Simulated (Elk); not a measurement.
Band structure of Ca (Fm-3m, 1 atom in the cell).

```xyz
1
Lattice="0.0000 2.7900 2.7900 2.7900 0.0000 2.7900 2.7900 2.7900 0.0000" Properties=species:S:1:pos:R:3 pbc="T T T"
Ca     0.0000     0.0000     0.0000
```

Method: PBE, all-electron FP-LAPW, Elk's shipped species files, default APW+lo basis (Elk).

Settings: xctype = 20; stype = 0; swidth = 0.00734986 Ha; ngridk = 8 8 8; maxscl = 100.

The starting cell has typed, rounded lattice constants, without a prior relaxation at this level. Values depend on the basis (sphere radii, cutoffs, local orbitals), which need not be converged.

Levels in eV from the Fermi level, bands 2 to 8:
```tsv
point	2	3	4	5	6	7	8
Γ	-22.87	-22.87	-22.87	-3.99	2.42	2.42	2.42
X	-22.99	-22.92	-22.92	-0.37	0.62	0.92	4.68
W	-22.95	-22.95	-22.92	0.25	0.70	0.70	2.55
K	-22.97	-22.94	-22.91	0.08	0.43	0.81	3.45
L	-23.00	-22.89	-22.89	-0.92	-0.18	2.27	2.27
U	-22.97	-22.94	-22.91	0.08	0.43	0.81	3.45
```

Bands cross the Fermi level along this path, so the cell is metallic at this level.
